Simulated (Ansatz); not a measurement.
Base system: FeCo in the CsCl type structure (space group Pm-3m, No. 221; a = 2.800 Å; ferromagnetic).

Calculations: PBEsol, PAW, 420 eV (Ansatz, a program for electronic structure; scalar-relativistic without spin-orbit coupling), earlier PAW set.

One change was made to it. Results:

```tsv
quantity	base	after
band gap	zero	zero
magnetic state	ferromagnetic	non-magnetic
lattice parameter a	2.800 Å	2.823 Å
largest site moment	2.71 μB	0.00 μB
```

Problem. Which of these changes matches the shifts?
(A) Fe → P
(B) Fe → Al
(C) Co → Al

Solution. B, Fe → Al. For comparison, the lattice parameter a in the other runs: Co → Al gives 2.845 Å; Fe → P gives 2.767 Å.

Other magnetic orders, which the real material may have, were not ruled out. No phonon test of stability was made. As relaxed here, CoP is a hypothetical phase, not in the database extracts checked. Seeded moments were not kept for Fe → Al and Fe → P. Spin-polarised in the final run: base and AlFe; the other runs are not.
